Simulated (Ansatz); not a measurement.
**W3N4 with two functionals, biaxial strain −3.56 %, plane normal [001], relaxed out of plane**

The reference is W₃N₄ (space group Pm-3m, No. 221; a = 4.215 Å). Axes: x, y, z lie along the cube axes.

(Cell as relaxed with PBE.)

Levels (all Ansatz, a program for electronic structure, PAW): PBE (420 eV, no spin-orbit coupling); PBEsol (420 eV, spin-orbit coupling left out).

Each level relaxes its own structure.

```tsv
base	PBE	PBEsol
volume per atom	10.70 Å³	10.43 Å³
lattice parameter a	4.215 Å	4.179 Å
band gap	zero	zero
```

Perturbation: biaxial strain −3.56 %, plane normal [001], relaxed out of plane (Cartesian); in-plane vectors clamped, the third vector and the atoms free.

| quantity | PBE | PBEsol |
|---|---|---|
| volume per atom | 10.12 Å³ | 9.84 Å³ |
| pressure (mean of the normal stresses, compression positive) | 24.7 GPa | 27.1 GPa |
| energy relative to the base (free energy F) | +82 meV/atom | +88 meV/atom |

PBE's volume per atom lies 0.272 Å³ above PBEsol's (2.8 %); PBE's pressure lies 2.4 GPa below PBEsol's; PBE's energy relative to the base lies 5.4 meV/atom below PBEsol's. Neither level is exact; PBEsol is the comparison here, not a measurement.

Without a gap, meshes like the base's 11×11×11 leave anisotropic stresses uncertain by several tenths of a GPa, and small strain energies with them. No phonon test of stability was made. All final runs are without spin polarisation.
